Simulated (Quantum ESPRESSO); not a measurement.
A working Quantum ESPRESSO input for YAu2 (I4/mmm, 3 atoms in the cell) (DFT, PBEsol, plane waves, GBRV 1.5 ultrasoft (PBESOL) pseudopotentials):

```fortran
&control
 calculation = 'scf'
 prefix = 'run'
 outdir = './tmp'
 pseudo_dir = './'
 verbosity = 'high'
 tprnfor = .true.
 tstress = .true.
/
&system
 ibrav = 0
 nat = 3
 ntyp = 2
 ecutwfc = 40
 ecutrho = 320
 occupations = 'smearing'
 smearing = 'cold'
 degauss = 0.0036749
/
&electrons
 conv_thr = 1.0d-10
 mixing_beta = 0.4
/
ATOMIC_SPECIES
Y     88.9058  y_pbesol_v1.4.uspp.F.UPF
Au   196.9666  au_pbesol_v1.uspp.F.UPF
CELL_PARAMETERS bohr
  -3.5175551056     3.5175551056     8.5332850829
   3.5175551056    -3.5175551056     8.5332850829
   3.5175551056     3.5175551056    -8.5332850829
ATOMIC_POSITIONS crystal
Y     0.0000000000    0.0000000000    0.0000000000
Au    0.6651500000    0.6651500000    0.0000000000
Au    0.3348500000    0.3348500000    0.0000000000
K_POINTS automatic
13 13 13  1 1 1
```

The run converged in 13 iterations: free energy E − TS -4385.7470 eV; Fermi level (on the code's own zero) 13.52 eV; pressure -3.69 GPa; largest force (vector length) 0.035 eV/Å. Each of these slips is then made, one at a time:

(1)
```diff
+ nbnd = 15
```

(2)
```diff
- ntyp = 2
+ ntyp = 1
```

Q: How does each altered input end?

A: 
(1) Too few bands. The program stopped before any SCF iteration.
```
Error in routine setup (1):
too few bands
```

(2) A species count that does not match the list of species. The program stopped before any SCF iteration.
```
Error in routine read_cards (2):
species Au in ATOMIC_POSITIONS is nonexistent
```

The starting cell comes from a database of computed structures (which also holds hypothetical and non-ambient phases and stackings), without a prior relaxation at this level. In the base run, with a pressure of about -4 GPa the cell is away from its equilibrium volume at this level.

Left out of this page: 4 runs of the series outside the window shown, repeating another row's setting, or not comparable.
